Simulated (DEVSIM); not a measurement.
Device: abrupt Si n-p junction, at 250 K.

```csv
layer (left to right),material,thickness (μm),Nd (cm⁻³),Na (cm⁻³),τn (s),τp (s)
1,Si,0.120,3.6e16,-,4.6e-7,4.6e-7
2,Si,4.50,-,9.1e14,4.6e-7,4.6e-7
```

Left contact: ohmic. Right contact: ohmic. Voltage is applied to the left contact. Recombination: SRH at mid-gap, radiative. Mobility is μmin + (μ − μmin)/(1 + (N/Nref)^α).

This is a model device: material constants are rounded textbook-type values typed into the input, and sizes, dopings and lifetimes were drawn at random. Values at 300 K; Nc and Nv go as T^1.5, mobilities as T to minus their exponent, the gap by Varshni's rule with the affinity fixed.

| parameter | Si |
|---|---|
| gap (eV) | 1.124 |
| affinity (eV) | 4.05 |
| permittivity | 11.7 |
| Nc (cm⁻³) | 2.86e19 |
| Nv (cm⁻³) | 3.1e19 |
| μn (cm²/Vs) | 1417 |
| μp (cm²/Vs) | 470 |
| μn,min | 52 |
| μp,min | 45 |
| Nref,n | 9.7e16 |
| Nref,p | 2.2e17 |
| αn | 0.68 |
| αp | 0.72 |
| T exponent of μn | 2.3 |
| T exponent of μp | 2.2 |
| B (cm³/s) | 4.7e-15 |
| Varshni α (eV/K) | 0.000473 |
| Varshni β (K) | 636 |

Model (solved in DEVSIM): 1D drift-diffusion, Boltzmann statistics, complete ionisation; no tunnelling, impact ionisation, image-force lowering or self-heating.

The thickness of layer 2 was swept, all else fixed.

```tsv
thickness of layer 2 (μm)	dark forward voltage at 1 A/cm² (V)	dark forward voltage at 100 A/cm² (V)
0.9	0.594	0.714
1.6	0.613	0.736
2.7	0.626	0.758
4.5	0.637	0.790
7.6	0.647	0.836
14	0.659	0.917
22	0.669	1.010
```

From the first row to the last the dark forward voltage at 1 A/cm² goes from 0.594 to 0.669. From the first row to the last the dark forward voltage at 100 A/cm² goes from 0.714 to 1.010.
